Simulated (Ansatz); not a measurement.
Consider Ga2O3 in the corundum structure (space group R-3c, No. 167; a = 5.058 Å, c = 13.623 Å (hexagonal axes)). Axes: x lies along a and z along c of the hexagonal cell.

All numbers come from Kohn–Sham DFT with the PBE functional, run in Ansatz (an electronic-structure program) with PAW and 420 eV plane waves, no SOC.

Strains are applied to the cell and any free atomic positions relax; under biaxial strain the out-of-plane vector relaxes too.

One change was made to it. Results:

The energy grows by 5.9 meV/atom; the band gap drops by 0.25 eV to 2.15 eV.

Question: Name the change that was made.
(A) biaxial strain +0.75 %, plane normal [001], relaxed out of plane
(B) biaxial strain +3.00 %, plane normal [001], relaxed out of plane
(C) biaxial strain +1.50 %, plane normal [001], relaxed out of plane
(D) biaxial strain +2.25 %, plane normal [001], relaxed out of plane

Answer: C, biaxial strain +1.50 %, plane normal [001], relaxed out of plane. For comparison, the band gap in the other runs: biaxial strain +3.00 %, plane normal [001], relaxed out of plane gives 1.86 eV; biaxial strain +2.25 %, plane normal [001], relaxed out of plane gives 2.01 eV; biaxial strain +0.75 %, plane normal [001], relaxed out of plane gives 2.28 eV.

Stability against distortions was not tested.
